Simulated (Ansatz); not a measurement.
Cell and atoms of amorphous Si30N44Hf3:

```
Hf3N44Si30
1.0
    9.70309    -0.03486    -0.05714
   -0.03486     9.64312    -0.08297
   -0.05714    -0.08297     9.85456
Si N Hf
30 44 3
Direct
  0.37089   0.84551   0.00406
  0.87004   0.94572   0.66804
  0.68333   0.90588   0.90456
  0.68047   0.75419   0.62357
  0.08134   0.09627   0.79149
  0.85403   0.05857   0.02334
  0.39254   0.79375   0.51557
  0.25634   0.50021   0.82373
  0.71813   0.33623   0.53819
  0.41267   0.65297   0.24797
  0.29614   0.13136   0.04671
  0.72532   0.58823   0.35147
  0.22614   0.40739   0.12418
  0.11791   0.68066   0.02032
  0.48530   0.53492   0.67308
  0.23059   0.88175   0.23795
  0.90420   0.76258   0.41980
  0.27321   0.44307   0.42500
  0.79533   0.23275   0.29415
  0.62034   0.23913   0.00476
  0.14449   0.60930   0.56397
  0.05645   0.15330   0.25909
  0.60561   0.05603   0.58165
  0.37179   0.19716   0.81435
  0.83303   0.71350   0.08176
  0.17301   0.80004   0.75622
  0.41009   0.28218   0.59207
  0.01122   0.29843   0.54620
  0.80449   0.21859   0.79206
  0.52857   0.66149   0.94396
  0.13345   0.75388   0.17205
  0.30921   0.34479   0.73017
  0.89845   0.13453   0.17425
  0.35583   0.79706   0.34335
  0.22315   0.79106   0.91896
  0.42506   0.69592   0.08488
  0.30227   0.49419   0.25788
  0.55588   0.57194   0.30849
  0.77580   0.67041   0.50153
  0.65027   0.26287   0.17536
  0.65866   0.18146   0.44808
  0.18700   0.23709   0.14887
  0.08490   0.16168   0.62954
  0.83707   0.69345   0.25898
  0.88991   0.92645   0.49525
  0.75289   0.08387   0.68177
  0.94260   0.14651   0.88686
  0.14356   0.01332   0.31857
  0.27457   0.86037   0.62543
  0.95184   0.63257   0.97655
  0.23463   0.10724   0.87944
  0.33260   0.97675   0.11812
  0.43868   0.22875   0.97953
  0.55360   0.39302   0.58459
  0.42198   0.55957   0.83571
  0.13938   0.61478   0.73572
  0.69001   0.08393   0.95002
  0.63097   0.61884   0.71664
  0.46384   0.13508   0.67070
  0.55859   0.87300   0.55642
  0.75172   0.40818   0.37987
  0.35184   0.59436   0.54073
  0.77133   0.83130   0.75852
  0.06996   0.73412   0.47516
  0.35001   0.28693   0.43109
  0.69091   0.62399   0.00094
  0.51832   0.84297   0.90291
  0.81366   0.88357   0.03033
  0.71189   0.34169   0.88527
  0.86066   0.34416   0.65134
  0.03922   0.92405   0.74031
  0.19144   0.49799   0.98741
  0.11794   0.44292   0.50427
  0.96540   0.24096   0.38404
  0.79790   0.54269   0.84256
  0.53419   0.35442   0.32319
  0.11013   0.96345   0.51691
```

Methods: PBE, scalar-relativistic without spin-orbit coupling (Ansatz, an electronic-structure program); r2SCAN, scalar-relativistic without spin-orbit coupling (Ansatz); HSE06, scalar-relativistic without spin-orbit coupling (Ansatz). Neutral PBE cell, which sets geometry, pressure and energy: sampling: a 2×2×2 Γ-centred mesh; Fermi-Dirac width 0.02 eV; no spin polarisation. Exact exchange is cut at the faces of this 10 Å cell, which leaves hybrid gaps a finite-size error.

The cell was made by melting and quenching with the CHGNet potential and then relaxed with DFT. N atoms were pushed apart under 1.9 Å during the dynamics, to hinder bonds among them. The hot cell started wider than the set density and was brought back towards it in steps. It is the lowest in DFT energy of 2 quenches. It is a model cell: composition and starting density were chosen by hand, and all elements were melted together. No dispersion term was used. Its density started from a set value of 3.81 and ended at 3.59 g/cm³. The simulated quench (nominally 450 K/ps over its main leg) is rapid and tends to freeze in more defects than a deposited or slowly cooled glass has. Values belong to this one cell and scatter from quench to quench. Volume and shape were free in the relaxation.

Q: Give the pressure and the spacing of the highest filled and lowest empty levels.

A: 
```yaml
Pressure on a 2×2×2 Γ-centred mesh: 0.11 GPa
Largest force and stress component on that mesh (the relaxation ran on the zone centre alone): 0.13 eV/Å and 0.1 GPa
Level gap on a 2×2×2 Γ-centred mesh (PBE): 2.09 eV
Level gap at the zone centre (PBE): 2.12 eV
Level gap at the zone centre (r2SCAN): 2.47 eV
Level gap at the zone centre (HSE06): 3.34 eV
Distance between the nearest levels spread over more than a fifth of the atoms or a third of the atoms of their main element (six at least) (PBE, zone centre): 2.49 eV
```

Q: At PBE and the zone centre, how localised are the states just below and above the Fermi level (participation number: the atoms over which a state spreads)?

A: The highest filled state is spread over 4.0 atoms' worth, largest on N31, with weights by element (charge in smoothed Voronoi cells) N 0.88, Si 0.11, Hf 0.01. The lowest empty state is spread over 11.6 atoms' worth, largest on Si13, with weights by element (charge in smoothed Voronoi cells) N 0.45, Si 0.37, Hf 0.19.

At PBE the levels at the filled edge of the gap are localised (band-tail or defect states), and the nearest spread-out levels lie 2.5 eV apart at the zone centre.

Bonds are counted up to Si-Si 2.60 Å, Si-N 2.18 Å, Si-Hf 2.89 Å, N-N 1.70 Å, N-Hf 2.71 Å, Hf-Hf 3.34 Å. Two cations that share two anions don't count as bonded, nor two that share one unless they lie closer than Si-Si 2.38 Å, Si-Hf 2.81 Å, Hf-Hf 3.25 Å.

Added carriers, by Ansatz with PBE, scalar-relativistic without spin-orbit coupling on the zone centre alone. Charged cells keep the cell fixed and stand in a uniform background, with no image correction, at a width of 0.01 eV; where the count is odd the moment is locked at 1 μB, unless the neutral cell bore moments. Each starts from the undistorted neutral geometry alone. PBE's self-interaction favours spread-out carriers, so it can miss traps that a hybrid finds.

Q: What happens at PBE when the cell takes an extra electron and the atoms relax?

A: Relaxation lowers the charged cell by 0.82 eV. The largest moves are Si13 0.36 Å, N37 0.17 Å, N53 0.15 Å, Hf76 0.14 Å. The level that holds the added charge spreads over 7.4 atoms' worth, most on Si13 (weight 0.30): a partly localised carrier. No bond crosses its cut-off with a change of over 0.15 Å (metal-metal contacts aside). Made neutral again at that geometry, the cell lies +0.88 eV from the neutral start (a closed shell was imposed there, with levels 0.30 eV apart, so this is an upper bound).

Q: What happens at PBE when the cell takes a hole and the atoms relax?

A: Relaxation lowers the charged cell by 0.15 eV. The largest moves are N64 0.11 Å, N31 0.11 Å, Si16 0.08 Å, N45 0.06 Å. The level that was emptied spreads over 6.0 atoms' worth, most on N31 (weight 0.37): a localised (trapped) carrier, which neighbours of that atom can share. No bond crosses its cut-off with a change of over 0.15 Å (metal-metal contacts aside). Made neutral again at that geometry, the cell lies +0.29 eV from the neutral start.

A PBE run started with 1 μB on atoms that lack a bond or may hold spare charge lost its moments; other starts weren't tried.
